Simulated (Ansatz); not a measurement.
## How far PBE and r2SCAN part for WSi2, W → Mo

The reference is WSi₂ (space group I4/mmm, No. 139; a = 3.229 Å, c = 7.868 Å).

(Cell as relaxed with PBE.)

Levels (all Ansatz, an electronic-structure program, PAW, earlier PAW set): PBE (420 eV, no spin-orbit coupling); r2SCAN (500 eV, spin-orbit coupling left out).

Each level relaxes its own structure.

```tsv
base	PBE	r2SCAN
volume per atom	13.68 Å³	13.42 Å³
lattice parameter a	3.229 Å	3.212 Å
band gap	zero	zero
```

It is then changed as follows: every W is replaced by Mo, then cell and atoms are relaxed.

```json
[
 {"quantity": "shortest interatomic distance", "PBE": "2.596 Å", "r2SCAN": "2.576 Å"},
 {"quantity": "band gap", "PBE": "zero", "r2SCAN": "zero"},
 {"quantity": "c/a ratio", "PBE": "2.447", "r2SCAN": "2.442"}
]
```

PBE's shortest interatomic distance lies 0.0206 Å above r2SCAN's (0.8 %); PBE's c/a ratio lies 0.005 above r2SCAN's; the two agree on the band gap. Neither level is exact; r2SCAN is the comparison here, not a measurement.

No phonon test of stability was made. The final runs are not spin-polarised.
